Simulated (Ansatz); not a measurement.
How far PBE and r2SCAN part for BaTiO3, pressure 3 GPa

Take BaTiO3 (space group P4mm, No. 99; a = 3.985 Å, c = 4.204 Å) as the base.

(Cell as relaxed with PBE.)

Levels (all Ansatz, a first-principles code, PAW, earlier PAW set): PBE (420 eV, spin-orbit coupling left out); r2SCAN (500 eV, no spin-orbit coupling).

Each level relaxes its own structure.

```csv
base,PBE,r2SCAN
volume per atom,13.35 Å³,12.98 Å³
lattice parameter a,3.985 Å,3.973 Å
band gap,1.85 eV,2.23 eV
```

Modification: cell and atoms relaxed at a pressure of 3 GPa.

```json
[
 {"quantity": "shift of the gap caused by the change", "PBE": "+0.02 eV", "r2SCAN": "?"},
 {"quantity": "gap character", "PBE": "indirect, A → Γ", "r2SCAN": "?"},
 {"quantity": "c/a ratio", "PBE": "1.032", "r2SCAN": "?"},
 {"quantity": "band gap", "PBE": "1.87 eV", "r2SCAN": "?"},
 {"quantity": "lattice parameter a", "PBE": "3.975 Å", "r2SCAN": "?"}
]
```

Given the PBE results, estimate those of r2SCAN.


- shift of the gap caused by the change, r2SCAN: +0.02 eV
- gap character, r2SCAN: indirect, A → Γ
- c/a ratio, r2SCAN: 1.021
- band gap, r2SCAN: 2.26 eV
- lattice parameter a, r2SCAN: 3.960 Å

PBE's c/a ratio lies 0.011 above r2SCAN's; PBE's band gap lies 0.39 eV below r2SCAN's; PBE's lattice parameter a lies 0.015 Å above r2SCAN's (0.4 %); the two agree on the shift of the gap caused by the change and gap character. Neither level is exact; r2SCAN is the comparison here, not a measurement.

Load acts through the strain it causes; cell and atoms are relaxed under it. Whether these cells are dynamically stable was not tested. The final runs are not spin-polarised.
